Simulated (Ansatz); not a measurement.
What uniaxial strain ε_zz = +0.60 % does to WSe2

Take WSe2 (space group P6_3/mmc, No. 194; a = 3.2790 Å, c = 12.7862 Å; layered, stacked along the Cartesian z axis) as the base. Axes: x lies along a and z along c of the hexagonal cell.

One thing is altered: the cell is stretched by 0.60 % along z with no lateral relaxation; the atoms relax in the strained cell.

Method: Ansatz (a program for electronic structure), PBE-D3(BJ), PAW, cutoff 420 eV, spin-orbit coupling left out. k-mesh 12×12×3 (Γ-centred); smearing 0.05 eV (Fermi–Dirac).

- Space group = P6_3/mmc (No. 194) (base P6_3/mmc (No. 194))
- Shortest interatomic distance = 2.535 Å (base 2.534 Å)
- Energy relative to the base (free energy F) = +0.1 meV/atom
- Pressure (mean of the normal stresses, compression positive) = -0.17 GPa (base 0.00 GPa)
- Band gap = 0.90 eV (base 0.87 eV)
- Gap character = indirect, Γ → K–Γ (47 % along) (base indirect, Γ → K–Γ (47 % along))
- Smallest direct gap = 1.57 eV (base 1.57 eV)
- Width of the top valence band = 1.50 eV (base 1.52 eV)
- Hole mass = 1.2 mₑ along z, 0.74 mₑ across (at Γ) (base 1.3 mₑ along c, 0.70 mₑ across (at Γ))
- Valence-band top at Γ (three highest levels, from the VBM) = 0.00, -1.00, -1.17 eV (base 0.00, -0.96, -1.20 eV)
- Stress (xx, yy, zz, yz, xz, xy; compression positive) = (-0.07, -0.07, -0.37, 0.00, 0.00, 0.00) GPa

Final structure:

```yaml
crystal:
  lattice:
    - [3.27904, 0.00000, 0.00000]
    - [-1.63952, 2.83973, 0.00000]
    - [0.00000, 0.00000, 12.86295]
  atoms:
    - { symbol: W, position: [0.66667, 0.33333, 0.75000] }
    - { symbol: W, position: [0.33333, 0.66667, 0.25000] }
    - { symbol: Se, position: [0.66667, 0.33333, 0.38102] }
    - { symbol: Se, position: [0.33333, 0.66667, 0.88102] }
    - { symbol: Se, position: [0.33333, 0.66667, 0.61898] }
    - { symbol: Se, position: [0.66667, 0.33333, 0.11898] }
```

With W present, leaving out spin-orbit coupling can change the band edges. Effective masses come from finite differences of ±0.01 Å⁻¹. Whether these cells are dynamically stable was not tested.
